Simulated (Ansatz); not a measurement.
# GaP in the zinc blende structure (space group F-43m, No. 216)

```cif
data_Ga4P4
_chemical_formula_sum 'P4 Ga4'
_space_group_name_H-M_alt 'F-43m'
_space_group_IT_number 216
_space_group_name_Hall 'F -4 2 3'
_cell_length_a 5.45138
_cell_length_b 5.45138
_cell_length_c 5.45138
_cell_angle_alpha 90.000
_cell_angle_beta 90.000
_cell_angle_gamma 90.000
loop_
_atom_site_label
_atom_site_type_symbol
_atom_site_symmetry_multiplicity
_atom_site_Wyckoff_symbol
_atom_site_fract_x
_atom_site_fract_y
_atom_site_fract_z
_atom_site_occupancy
P1 P 4 c 0.25000 0.25000 0.25000 1
Ga1 Ga 4 a 0.00000 0.00000 0.00000 1
```
(The calculation used a cell of 2 atoms; values per cell refer to that cell.)

All numbers come from r2SCAN (Ansatz, an electronic-structure program, PAW, spin-orbit coupling left out). k-mesh 10×10×10 (Γ-centred); smearing 0.05 eV (Fermi–Dirac).

The volume per atom comes out as 20.25 Å³. The density is 4.13 g/cm³ and the band gap comes out as 1.85 eV, indirect, Γ → Γ–X (87 % along). The electron mass comes out as 1.1 mₑ along k, 0.23 mₑ across, the hole mass (degenerate bands, along [100]) is 0.13, 0.37, 0.37 mₑ and the lowest conduction-band minima above the VBM is a point along ⟨100⟩, about 1.0 Å⁻¹ from Γ 1.85 eV; L along ⟨111⟩ 2.04 eV; Γ 2.36 eV. The total energy is -2275.242 eV/atom (σ→0; compares only within this code and set-up).

Effective masses come from finite differences of ±0.01 Å⁻¹. Along k means along the line from Γ to the band edge. Stability against distortions was not tested.
